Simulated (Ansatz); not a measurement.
Amorphous Ga24O37Ca, 62 atoms at 4.94 g/cm³, one PBE-relaxed geometry, zone centre. Methods: PBE, scalar-relativistic without spin-orbit coupling (Ansatz, a first-principles code); r2SCAN, scalar-relativistic without spin-orbit coupling (Ansatz); HSE06, scalar-relativistic without spin-orbit coupling (Ansatz). Plane waves to 420 eV (r2SCAN 500 eV); exact exchange is cut at the cell's faces. At PBE the levels at the filled edge of the gap are localised (band-tail or defect states), and the nearest spread-out levels lie 1.9 eV apart at the zone centre. All rungs ran without spin polarisation.

The cell was made by melting and quenching with the CHGNet potential and then relaxed with DFT. O atoms were pushed apart under 1.9 Å during the dynamics, to hinder bonds among them. The hot cell started wider than the set density and was brought back towards it in steps. It is the lowest in DFT energy of 2 quenches. It is a model cell: composition and starting density were chosen by hand, and all elements were melted together. No dispersion term was used. Its density started from a set value of 4.94 and ended at 4.94 g/cm³. Cooling (nominally 220 K/ps over its main leg) ran many orders faster than in experiment, which tends to leave more defects and strain. A cell of this size samples the disorder only roughly. The volume was held where the preparation left it and the shape relaxed, at a PBE pressure of 1.7 GPa. Stress components on the final sampling reach 1.8 GPa.

The relaxation ran on the zone centre alone. At PBE the level gap is 1.54 eV on a 2×2×2 Γ-centred mesh, and the spacing at the zone centre alone 1.53 eV.

Question: What zone-centre spacing does r2SCAN give, roughly?

Answer: 2.06 eV (+0.53 eV against PBE).

Question: What zone-centre spacing does HSE06 give, roughly?

Answer: 3.21 eV (+1.68 eV against PBE).

The highest filled and the lowest empty state spread over these numbers of atoms (participation numbers): PBE: 4.2 and 57.9; r2SCAN: 4.0 and 57.4; HSE06: 4.0 and 57.4.
